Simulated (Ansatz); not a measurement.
HfSiO4 (I4₁/amd, No. 141, 12 atoms in the cell; start COD 9000852), treated with PBEsol (Ansatz, a first-principles code, plane waves, PAW).

Numerical settings: plane-wave cutoff 520 eV, 8×8×8 k mesh, Fermi–Dirac smearing 0.01 eV, scalar-relativistic PAW data made under PBE.

Cell (measured lattice):

```cif
data_Hf2O8Si2
_chemical_formula_sum 'Hf2 Si2 O8'
_space_group_name_H-M_alt 'P 1'
_space_group_IT_number 1
_cell_length_a 5.52167
_cell_length_b 5.52167
_cell_length_c 5.52167
_cell_angle_alpha 106.953
_cell_angle_beta 106.953
_cell_angle_gamma 114.635
loop_
_space_group_symop_operation_xyz
  'x, y, z'
loop_
_atom_site_label
_atom_site_type_symbol
_atom_site_fract_x
_atom_site_fract_y
_atom_site_fract_z
_atom_site_occupancy
Hf1 Hf 0.00000 0.00000 0.00000 1
Hf2 Hf 0.75000 0.25000 0.50000 1
Si1 Si 0.50000 0.50000 0.00000 1
Si2 Si 0.25000 0.75000 0.50000 1
O1 O 0.68020 0.49570 0.81550 1
O2 O 0.24570 0.93020 0.31550 1
O3 O 0.68020 0.86470 0.18450 1
O4 O 0.61470 0.93020 0.68450 1
O5 O 0.06980 0.38530 0.31550 1
O6 O 0.50430 0.31980 0.18450 1
O7 O 0.06980 0.75430 0.68450 1
O8 O 0.13530 0.31980 0.81550 1
```

### Question
Predict the band gap, smallest direct gap on the k points sampled and Γ–Γ gap.

### Answer

- band gap: 5.35 eV
- smallest direct gap on the k points sampled: 5.73 eV
- Γ–Γ gap: 5.76 eV

Note: the file's cell can be that of a phase stable at another temperature; cell and atoms aren't relaxed at this level (largest force component 0.32 eV/Å, pressure 1.3 GPa).

Spin–orbit coupling is not included.

Cost on a shared machine: about 2.0 core-minutes (a rough figure).
